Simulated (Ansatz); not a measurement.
Data:

```
Os
1.0
    2.79725     0.00000     0.00000
   -1.39863     2.42249     0.00000
    0.00000     0.00000     4.41679
Os
2
Cartesian
  1.39863   0.80750   3.31259
  0.00000   1.61499   1.10420
```

No spin polarisation.

Level of theory: PBEsol (Ansatz, a first-principles code, PAW, scalar-relativistic without spin-orbit coupling). Settings: 24×24×14 k-points, 0.1 eV Fermi–Dirac smearing.

Question: Predict the band gap, pressure and space group.

Answer: The band gap is zero and the pressure (mean of the normal stresses, compression positive) is -26.8 GPa. The space group comes out as P6_3/mmc (No. 194).

The cells carry an imposed strain or load. Stability against distortions was not tested. The final runs are not spin-polarised. The cell was made from Os in the hcp (Mg type) structure (space group P6_3/mmc, No. 194) by this change: isotropic strain +2.50 %.
